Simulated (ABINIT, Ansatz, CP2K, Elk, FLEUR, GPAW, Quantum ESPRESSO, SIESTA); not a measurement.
Code comparison for As₂Ru (Pnnm, 6 atoms in the cell)

Self-consistent single point, at a second geometry (lattice scaled by 0.98). First geometry:

```
As2Ru
1.0
    5.43556     0.00000     0.00000
    0.00000     6.20595     0.00000
    0.00000     0.00000     3.00115
As Ru
4 2
Direct
  0.32922   0.86635   0.50000
  0.67078   0.13365   0.50000
  0.82922   0.63365   0.00000
  0.17078   0.36635   0.00000
  0.50000   0.50000   0.50000
  0.00000   0.00000   0.00000
```

Shared settings, as Ansatz (a first-principles code) writes them: kpoints.mp_grid.grid = 3 3 6; scf.occupations.method = fermi_dirac; scf.occupations.width = 0.01 eV. Potentials and cutoffs stand in the table.

| code | model | ΔF from the first geometry (meV/atom) | pressure (GPa) | largest force (eV/Å) | gap on the mesh (eV) | cutoff |
|---|---|---|---|---|---|---|
| ABINIT | LDA (PW92), PAW (JTH v2.0 LDA PAW) | -6.2 | 4.71 | 0.192 | 0.708 | 20 Ha |
| SIESTA | LDA PW92, numerical atomic orbitals DZP, PseudoDojo LDA standard norm-conserving potentials (rewritten from UPF to PSML) | 24.6 | 9.71 | 0.647 | 0.667 | grid 300 Ry |
| Elk | LDA (PW92), all-electron FP-LAPW, Elk's shipped species files, APW+lo basis with extra local orbitals | -5.9 | – | – | 0.727 | rgkmax 8 |
| GPAW | LDA (Perdew-Wang 92), GPAW PAW datasets LDA (gpaw-data 1.0.1) | -5.1 | 4.82 | 0.222 | 0.705 | 600 eV |
| FLEUR | LDA (Vosko-Wilk-Nusair), all-electron FLAPW (FLEUR), scalar-relativistic valence | -4.2 | – | 0.226 | 0.704 | Kmax 3.6 1/bohr |
| Ansatz | LDA (PW92), PAW files made with PBE | -6.7 | 4.51 | 0.185 | 0.725 | 420 eV |
| Quantum ESPRESSO | LDA (PZ), GBRV 1.5 ultrasoft (LDA) pseudopotentials | 0.8 | 5.95 | 0.216 | 0.727 | 40 Ry |
| CP2K | LDA (Pade form), GPW, DZVP-MOLOPT-SR-GTH basis, GTH-PADE potentials (GTH_POTENTIALS) | -18.8 | 2.91 | 0.225 | 0.731 | grid 500 Ry |

A dash marks a value that a program does not give, or that is left out as unsure.

Gaps are read on the mesh.

The spread over the programs that give each value: ΔF from the first geometry within 43.4 meV/atom; pressure within 6.80 GPa; largest force within 0.462 eV/Å; gap on the mesh within 0.064 eV.

SIESTA and CP2K use small atom-centred bases, whose incompleteness enters pressures, forces and empty levels differently from a plane-wave cutoff. Elk and FLEUR treat all electrons, but the usual bases taken here (sphere radii, linearisation, local orbitals, empty states) were not tested for convergence, so the values are no reference for the others. Ansatz's pressure is given at a fixed set of plane waves, as the other plane-wave codes print theirs; with its correction for the finite basis it is 4.64 GPa. The same LDA comes in different parametrisations, which differ slightly. In the pressure, SIESTA (by 4.94), Quantum ESPRESSO (by 1.19) and CP2K (by 1.86) lie more than 1 GPa from the median of the plane-wave programs. In the force vectors, SIESTA (by 0.475) lies more than 0.08 eV/Å from the median of the plane-wave programs.

The starting cell comes from a database of computed structures (which also holds hypothetical and non-ambient phases and stackings), without a prior relaxation at this level. For this run, on top of that: lattice scaled by 0.98.

Keys are those of Ansatz 0.2.
